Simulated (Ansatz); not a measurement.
Pressure series in hypothetical Fm-3m WSe2

Consider WSe2 (space group Fm-3m, No. 225; a = 6.266 Å; ferromagnetic; a hypothetical phase, not in the database extracts checked).

Cell and atoms are relaxed at each pressure.

Method: PBE (Ansatz, a quantum-chemistry and plane-wave program), no SOC.

Computed cases, in order: pressure −2 GPa; pressure −1 GPa; 0 GPa (base); pressure 1.8 GPa; pressure 4.2 GPa; pressure 9 GPa; pressure 18 GPa; pressure 30 GPa; pressure 45 GPa; pressure 60 GPa.

**Question.** Between which two neighbouring cases do the magnetic moments vanish or appear?

**Answer.** Between pressure 18 GPa (ferromagnetic) and pressure 30 GPa (non-magnetic). The whole series: pressure −2 GPa: ferromagnetic; pressure −1 GPa: ferromagnetic; 0 GPa (base): ferromagnetic; pressure 1.8 GPa: ferromagnetic; pressure 4.2 GPa: ferromagnetic; pressure 9 GPa: ferromagnetic; pressure 18 GPa: ferromagnetic; pressure 30 GPa: non-magnetic; pressure 45 GPa: non-magnetic; pressure 60 GPa: non-magnetic.

The magnetic state is the one reached from the starting moments; the real material's order can differ, and small cells can't hold many antiferromagnetic ones. Load acts through the strain it causes; cell and atoms are relaxed under it. Stability against distortions was not tested. Competing high-pressure phases were not computed. Starting moments died away, wholly or in part, for pressure 18 GPa, pressure 30 GPa, pressure 45 GPa and pressure 60 GPa; another magnetic solution may exist.
